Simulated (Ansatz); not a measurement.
Consider WSi₂ (space group I4/mmm, No. 139; a = 3.212 Å, c = 7.807 Å; relaxed with 0.1 eV smearing).

Calculations: r2SCAN/PAW in Ansatz (an electronic-structure program), without spin-orbit coupling, earlier PAW set.

For the base:

| Item | Result |
|---|---|
| Pressure | 0.0 GPa |
| Band gap | zero |

Perturbation: the cell is scaled by 0.9914 in all directions; the atoms relax in the strained cell.

Question: Estimate the effect on the pressure.

Answer: The pressure (mean of the normal stresses, compression positive) goes from zero to 6.4 GPa.

Question: What does the calculation give for the band gap after the change?

Answer: The band gap remains zero.

Whether these cells are dynamically stable was not tested. The final runs are not spin-polarised.
